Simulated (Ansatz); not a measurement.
Si under load (space group Fd-3m), r2SCAN with spin-orbit coupling, rigid bands in Ansatz (an electronic-structure program). Condition of this run: hydrostatic pressure of 10.8 GPa (compression positive) (the target of the relaxation). Band gap 0.56 eV, N_c = 2.86e19 cm⁻³ and N_v = 2.09e19 cm⁻³ at 300 K, conductivity masses of 0.275 mₑ (electrons) and 0.345 mₑ (holes). Take k_BT = 0.02585 eV.

Find the intrinsic carrier density and the intrinsic Fermi level.

n_i = √(N_c N_v) exp(−E_g/2k_BT) = 2.44e19 × exp(−10.83) = 4.8e14 cm⁻³. The level lies (k_BT/2) ln(N_v/N_c) = -4 meV from mid-gap (positive towards the conduction band). Each 0.1 eV added to the gap lowers n_i by a factor of 6.9.

What built-in voltage has an abrupt junction with N_A = 1e17 and N_D = 1e18 cm⁻³, all dopants ionised?

V_bi = E_g/e − (k_BT/e) ln(N_c N_v/(N_A N_D)) = 0.56 − 0.02585 × 8.70 = 0.34 V, for the computed gap.

What thermal injection velocity √(2k_BT/πm) limits a ballistic channel?

1.03e7 cm/s for electrons and 9.16e6 cm/s for holes, a ratio of √(m_h/m_e) = 1.12, for dilute carriers.

Rigid bands with the computed gap; masses take one relaxation time for all states. Geometry: cell and atoms relaxed with PBEsol.
